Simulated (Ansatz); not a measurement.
# LuF3 (P-3m1, No. 164, 4 atoms in the cell; start mp-1207204)

The numbers are results of PBE0 (Ansatz, a quantum-chemistry and plane-wave program, PAW), not measurements.

Numerical settings: plane-wave cutoff 460 eV, 9×9×6 k mesh (along the axes of the cell as run), Fermi–Dirac smearing 0.01 eV, scalar-relativistic PAW data made under PBE.

Cell (relaxed with PBEsol):

Space group P-3m1 (No. 164); a = b = 3.8616 Å, c = 4.2605 Å, α = β = 90.00°, γ = 120.00°

| atom | site | symmetry | x | y | z |
|---|---|---|---|---|---|
| Lu | 1b | -3m. | 0.0000 | 0.0000 | 0.5000 |
| F | 2d | 3m. | 0.6667 | 0.3333 | 0.3917 |
| F | 1a | -3m. | 0.0000 | 0.0000 | 0.0000 |

```json
{
 "band_gap": "10.20 eV (on the SCF k mesh)"
}
```

Note: cell and atoms aren't relaxed at this level (largest force component 0.04 eV/Å, pressure 2.3 GPa).

Spin–orbit coupling is not included.

It cost around 5 core-minutes (rough) of CPU time.

A start named mp-… is a Materials Project structure, which need not be a measured phase.
